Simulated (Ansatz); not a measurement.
Take ZrS2 in the fluorite structure (space group Fm-3m, No. 225; a = 6.1890 Å; a hypothetical phase, not in the database extracts checked) as the base.

One thing is altered: Os takes the place of S on all its sites; the structure is relaxed again.

Levels (all Ansatz, a first-principles code, PAW, earlier PAW set): PBEsol (420 eV, no spin-orbit coupling); r2SCAN (500 eV, no spin-orbit coupling).

The geometry is relaxed with PBEsol.

| Property | Value |
|---|---|
| PBEsol pressure | 0.0 GPa |

With r2SCAN at the same geometry, the pressure goes from zero to 4.0 GPa.

Single points use the geometry relaxed with PBEsol. Their cutoffs differ, which shifts pressures a little. No phonon test of stability was made. As relaxed here, ZrOs2 is a hypothetical phase, not in the database extracts checked. All final runs are without spin polarisation.
